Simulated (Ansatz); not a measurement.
## Si: pressure series

Base system: Si (space group Ia-3, No. 206; a = 6.601 Å).

Cell and atoms are relaxed at each pressure.

Computed with PBEsol, PAW, 420 eV (Ansatz, a quantum-chemistry and plane-wave program; without spin-orbit coupling), earlier PAW set.

```tsv
P (GPa)	V (Å³/atom)
-2.01	18.401
-1.01	18.183
0.30	17.923
0.71	17.846
1.51	17.697
3.00	17.434
4.99	17.113
7.49	16.747
10.00	16.415
```

Q: Fit a third-order Birch–Murnaghan equation of state.

A: Least squares on P(V) = (3B₀/2)[(V₀/V)^(7/3) − (V₀/V)^(5/3)]·[1 + (3/4)(B₀′ − 4)((V₀/V)^(2/3) − 1)] gives V₀ = 17.98 Å³/atom, B₀ = 91 GPa and B₀′ = 4.0.

Load acts through the strain it causes; cell and atoms are relaxed under it. Whether these cells are dynamically stable was not tested. No other phases were tried under pressure. This is not the structure that Si has at room temperature and ambient pressure.
